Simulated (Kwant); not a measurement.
Model system: GaAs/Al0.3Ga0.7As stack with 1 barrier. One parabolic valley. Leads of mass 0.067 mₑ with the band edge at 0; grid 0.1 nm; bias swept from 0.0096 to 0.44756 V, dropping linearly over the stack. Emitter Fermi level 0.032 eV, 4 K, equal in the collector.

```tsv
layer	thickness (nm)	band offset (eV)	mass (mₑ)
1	1.8	0.24	0.092
```

The device is made up for the run: typed textbook-type constants, with dimensions and the other settings drawn at random.

Kwant, one-band effective-mass tight-binding model in one dimension, coherent, no space charge, current by the Tsu-Esaki formula.

Sweep values stay those of the base run.

The thickness of the first barrier was swept, all else fixed.

```tsv
thickness of the first barrier (nm)	J (A/cm²) at bias = 0.4476 V	J (A/cm²) at bias = 0.1069 V	J (A/cm²) at bias = 0.2205 V	J (A/cm²) at bias = 0.3340 V
1.1	192000	195000	197000	194000
1.4	172000	143000	158000	166000
1.8	145000	91100	113000	130000
2.2	120000	56400	78000	98200
2.5	103000	38900	58100	78700
```

From the first row to the last the J at bias = 0.4476 V goes from 192000 to 103000. From the first row to the last the J at bias = 0.1069 V goes from 195000 to 38900.
